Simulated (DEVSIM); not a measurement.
Device: n-channel Si planar bulk MOSFET with SiO2, at 400 K.

Gate length: 180 nm
Source drain length: 144 nm
Dielectric thickness: 5.4 nm
Lateral straggle: 10.7 nm
Underlap: 0 nm
Junction depth: 48.7 nm
Substrate depth: 427 nm
Gate work function: 4.15 eV
Source and drain doping: 1.5e20 cm⁻³, Gaussian tails under the gate
Body doping: 2.5e17 cm⁻³
Lifetime: 8e-8 s
Supply: 1.2 V
Back or body bias: -0.5 V

All mobilities are scaled by 1; velocity saturation, μ/(1 + (μE/vsat)^b)^(1/b) with b = 2 for electrons and 1 for holes and E the electric field along each mesh edge, is on. Mobility is μmin + (μ − μmin)/(1 + (N/Nref)^α).

This is a model device: material constants are rounded textbook-type values typed into the input, and sizes, dopings and lifetimes were drawn at random. Values at 300 K; Nc and Nv go as T^1.5, mobilities as T to minus their exponent, the gap by Varshni's rule with the affinity fixed.

Si: gap (eV) 1.124, affinity (eV) 4.05, permittivity 11.7, Nc (cm⁻³) 2.86e19, Nv (cm⁻³) 3.1e19, μn (cm²/Vs) 1417, μp (cm²/Vs) 470, μn,min 52, μp,min 45, Nref,n 9.7e16, Nref,p 2.2e17, αn 0.68, αp 0.72, T exponent of μn 2.3, T exponent of μp 2.2, vsat,n (cm/s) 1e7, vsat,p (cm/s) 8.4e6, Varshni α (eV/K) 0.000473, Varshni β (K) 636. SiO2: gap (eV) 9, affinity (eV) 0.9, permittivity 3.9.

DEVSIM, 2D drift-diffusion, Boltzmann statistics, complete ionisation; no quantum confinement, tunnelling, impact ionisation, self-heating, contact resistance or fringe fields beside the gate. Metal contacts follow the ideal Schottky-Mott rule: no Fermi-level pinning, no interface dipoles.

Transfer curves, |Id| in μA/μm:

```csv
Vg (V),Vd = 0.05 V,Vd = 1.2 V
-0.36,5.948e-7,5.190e-6
-0.3,1.972e-6,1.817e-5
-0.24,6.916e-6,6.439e-5
-0.18,2.463e-5,0.0002290
-0.12,8.808e-5,0.0008141
-0.06,0.0003150,0.002888
0,0.001124,0.01020
0.06,0.003993,0.03576
0.12,0.01407,0.1234
0.18,0.04879,0.4115
0.24,0.1635,1.278
0.3,0.5090,3.491
0.36,1.376,8.010
0.42,3.032,15.41
0.48,5.422,25.69
0.54,8.247,38.51
0.6,11.25,53.48
0.66,14.30,70.25
0.72,17.33,88.52
0.78,20.30,108.1
0.84,23.22,128.7
0.9,26.07,150.2
0.96,28.86,172.6
1.02,31.59,195.7
1.08,34.25,219.4
1.14,36.87,243.7
1.2,39.43,268.5
```

Question: Work out the subthreshold swing at low drain bias from the rows at -0.12 and -0.06 V, and compare it with the thermal limit.

Answer: log10(0.0003150/8.808e-5) = 0.553 over 60.0 mV, so S = 108 mV/decade. The limit kT/q ln 10 is 79.4 mV/decade; the ratio is 1.37. This is the steepest step of the table.

Question: Find both thresholds at the constant current 0.1 μA × (1 μm/L) a micrometre, and the DIBL.

Answer: The current is 0.556 μA/μm. Interpolating ln Id gives 0.305 V and 0.196 V; their difference over the 1.15 V of drain bias is 95 mV/V.

Source and drain are degenerate, where Boltzmann statistics are only rough. The electric field that drives the saturation includes the junctions' built-in field, which lowers the mobility there even at small currents: subthreshold currents come out too low, a known weakness of this choice.
